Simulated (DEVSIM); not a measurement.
System: Pt/SiO2/p-GaAs capacitor, at 300 K.

Layer 1 from the left is SiO2, thickness (nm) 7.30. Layer 2 from the left is GaAs, thickness (nm) 3300, Na (cm⁻³) 3.8e16.

Metal gate on the left, work function 5.6 eV. Fixed charge at the semiconductor interface -1.3e10 cm⁻² (in units of +e); interface traps 1.7e12 cm⁻² eV⁻¹, uniform in energy, neutral level at 0.5 of the gap above the valence band.

This is a model device: material constants are rounded textbook-type values typed into the input, and sizes, dopings and lifetimes were drawn at random. Values at 300 K.

SiO2: gap (eV) 9, affinity (eV) 0.9, permittivity 3.9. GaAs: gap (eV) 1.424, affinity (eV) 4.07, permittivity 12.9, Nc (cm⁻³) 4.7e17, Nv (cm⁻³) 9e18.

DEVSIM, 1D Poisson equation in equilibrium, Boltzmann statistics, complete ionisation; no quantum confinement or tunnelling. Metal contacts follow the ideal Schottky-Mott rule: no Fermi-level pinning, no interface dipoles.

Task: What does the simulation give for the flat-band voltage?

Result: flat-band voltage -0.08 V.
